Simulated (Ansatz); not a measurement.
# TaRu (model structure, Fm-3m, No. 225, 2 atoms in the cell): bulk modulus by level of theory

No measured value is used here.

```tsv
level (code)	value (GPa)	cell (Å³/atom)
LDA (Ansatz)	231	16.69
PBE (Ansatz)	200	17.65
PBEsol (Ansatz)	219	17.05
r²SCAN (Ansatz)	214	17.26
```

Density-functional levels without +SOC have no spin–orbit coupling. LDA, PBE, PBEsol, r²SCAN: the run has no spin polarisation, so it can have missed a magnetic state. LDA, PBE, PBEsol, r²SCAN: the bulk modulus is −V dP/dV from two relaxed cells at ±2 % in volume. Each level is taken at its own relaxed cell. Cutoffs differ between the levels. Ansatz's density-functional and Hartree–Fock values are scalar-relativistic unless marked +SOC, with PAW data made under PBE.

A model structure was made by putting elements into a prototype or built by hand; it is no filed structure, need not be a known phase, and can be a saddle point held by its symmetry.

Ansatz is a quantum-chemistry and plane-wave program.
